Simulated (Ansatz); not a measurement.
Start from MoTe2 (space group Fm-3m, No. 225; a = 6.658 Å; a hypothetical phase, not in the database extracts checked).

(Cell as relaxed with PBE.)

Levels (all Ansatz, a first-principles code, PAW): PBE (420 eV, scalar-relativistic without spin-orbit coupling); r2SCAN (500 eV, without spin-orbit coupling).

Each level relaxes its own structure.

```tsv
quantity	PBE	r2SCAN
volume per atom	24.59 Å³	24.39 Å³
lattice parameter a	6.658 Å	6.639 Å
band gap	zero	zero
```

PBE's volume per atom lies 0.20 Å³ above r2SCAN's (0.8 %); PBE's lattice parameter a lies 0.0182 Å above r2SCAN's (0.3 %); the two agree on the band gap. Neither level is exact; r2SCAN is the comparison here, not a measurement.

No phonon test of stability was made. The final runs are not spin-polarised. MoTe2 has a high density of states at the Fermi level and may be magnetic at this level.
